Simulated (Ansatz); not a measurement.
**A computed series for Hf: pressure series**

Take Hf in the hcp (Mg type) structure (space group P6_3/mmc, No. 194; a = 3.159 Å, c = 5.000 Å) as the base.

Cell and atoms are relaxed at each pressure.

All numbers come from Ansatz (an electronic-structure program) PBEsol, without spin-orbit coupling.

| case | volume per atom | c/a ratio |
|---|---|---|
| base | 21.61 Å³ | 1.583 |
| pressure −2 GPa | 22.00 Å³ | 1.582 |
| pressure −1 GPa | 21.80 Å³ | 1.582 |
| pressure 0.9 GPa | 21.44 Å³ | 1.583 |
| pressure 2.1 GPa | 21.22 Å³ | 1.584 |
| pressure 4.5 GPa | 20.82 Å³ | 1.585 |
| pressure 9 GPa | 20.13 Å³ | 1.588 |
| pressure 15 GPa | 19.35 Å³ | 1.592 |
| pressure 22.5 GPa | ? | ? |
| pressure 30 GPa | 17.83 Å³ | 1.605 |

### Question
Some entries are withheld; estimate them.

### Answer

- pressure 22.5 GPa, volume per atom: 18.53 Å³
- pressure 22.5 GPa, c/a ratio: 1.598

Load acts through the strain it causes; cell and atoms are relaxed under it. No phonon test of stability was made. Competing high-pressure phases were not computed. All final runs are without spin polarisation.
